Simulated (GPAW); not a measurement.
A self-consistent single point of ZnO (P6_3mc, 4 atoms in the cell) with GPAW.

Method of the run: PBE+U, GPAW PAW datasets PBE (gpaw-data 1.0.1) (plane waves; GPAW).

```yaml
crystal:
  lattice:
    - [3.16451, 0.00000, 0.00000]
    - [-1.58225, 2.74055, 0.00000]
    - [0.00000, 0.00000, 5.10456]
  atoms:
    - { symbol: Zn, position: [0.66667, 0.33333, 0.50059] }
    - { symbol: Zn, position: [0.33333, 0.66667, 0.00059] }
    - { symbol: O, position: [0.66667, 0.33333, 0.87972] }
    - { symbol: O, position: [0.33333, 0.66667, 0.37972] }
```

Reference input (self-consistent single point, DFT PBE, plane waves, GPAW PAW datasets PBE (gpaw-data 1.0.1)): mode = pw; ecut = 950 eV; xc = PBE; kpts = 10 10 5; mesh shift (steps) = 0 0 0; occupations.name = fermi-dirac; occupations.width = 0 eV; nbands = -8; convergence.bands = -6; symmetry.symmorphic = false; symmetry.tolerance = 0.0005; maxiter = 100. This run's input differs from it in these lines:

```diff
@@ -16,2 +16,3 @@
             xc='PBE',
+            setups={'Zn': ':d,4.0'},
             kpts={'size': (10, 10, 5), 'gamma': True},
```

Output (repeated stretches shortened):

```
     iter     time        total  log10-change:
                         energy   eigst   dens
iter:   1 --:--:--   -21.555129   +0.97
iter:   2 --:--:--   -20.878789   +0.22  -0.99
iter:   3 --:--:--   -18.831494   -0.10  -1.05
iter:   4 --:--:--   -18.838986   -0.57  -1.39
iter:   5 --:--:--   -19.004626   -1.55  -1.55
iter:   6 --:--:--   -18.822199   -2.02  -1.85
iter:   7 --:--:--   -18.813137   -3.10  -2.47
iter:   8 --:--:--   -18.808180c  -2.96  -2.67
iter:   9 --:--:--   -18.807369c  -3.43  -2.82
iter:  10 --:--:--   -18.806881c  -4.36  -2.89
iter:  11 --:--:--   -18.806800c  -4.42  -3.08
iter:  12 --:--:--   -18.806799c  -6.17  -4.17c
iter:  13 --:--:--   -18.806802c  -6.22  -4.20c
iter:  14 --:--:--   -18.806805c  -5.73  -4.24c
iter:  15 --:--:--   -18.806801c  -5.90  -4.18c
iter:  16 --:--:--   -18.806812c  -5.97  -4.34c
iter:  17 --:--:--   -18.806801c  -5.74  -4.21c
iter:  18 --:--:--   -18.806801c  -7.35  -4.76c
iter:  19 --:--:--   -18.806801c  -7.68c -4.79c
Converged after 19 iterations.

Dipole moment: (-0.000000, 0.000000, 1.364502) |e|*Ang

Energy contributions relative to reference atoms: (reference = -101804.357908)

Kinetic:        +63.999745
Potential:      -54.857065
External:        +0.000000
XC:             -28.400629
Entropy (-ST):   +0.000000
Local:           +0.451149
SIC:             +0.000000
--------------------------
Free energy:    -18.806801
Extrapolated:   -18.806801

Showing only first 2 kpts
 Kpt  Band  Eigenvalues  Occupancy
  0    16      4.35196    2.00000
  0    17      4.35197    2.00000
  0    18      5.73818    0.00000
  0    19     10.35676    0.00000

  1    16      4.27517    2.00000
  1    17      4.27517    2.00000
  1    18      6.53315    0.00000
  1    19      9.98468    0.00000

Fermi level: 5.04508

Gap: 1.386 eV
Transition (v -> c):
   [... lines left out ...]
Energy (eV): -18.806801

Forces in eV/Ang:
  0 Zn   -0.00000    0.00000   -0.00858
  1 Zn   -0.00000   -0.00000   -0.00858
  2 O     0.00000   -0.00000    0.00869
  3 O    -0.00000    0.00000    0.00869

Stress tensor:
    -0.093383     0.000000    -0.000000
     0.000000    -0.093383     0.000000
    -0.000000     0.000000    -0.091662
Stress (GPa, Voigt): [-14.9616 -14.9616 -14.6859   0.      -0.       0.    ]
```

The run converged in 19 iterations. GPAW prints stress with tension positive. Against the reference run the largest force goes from 0.001 to 0.009 eV/Å and the gap on the mesh goes from 0.887 to 1.386 eV.

At such cutoffs GPAW's stress carries a finite-basis (Pulay) error, which enters relaxed cells too; its log prints stress with tension positive.

The starting cell comes from a database of computed structures (which also holds hypothetical and non-ambient phases and stackings), without a prior relaxation at this level. Its lattice was rescaled by a random factor within 2.5 % of one. Spin polarisation is off. The U value is a test value.

Cost on one core of a shared machine: roughly 40 s.
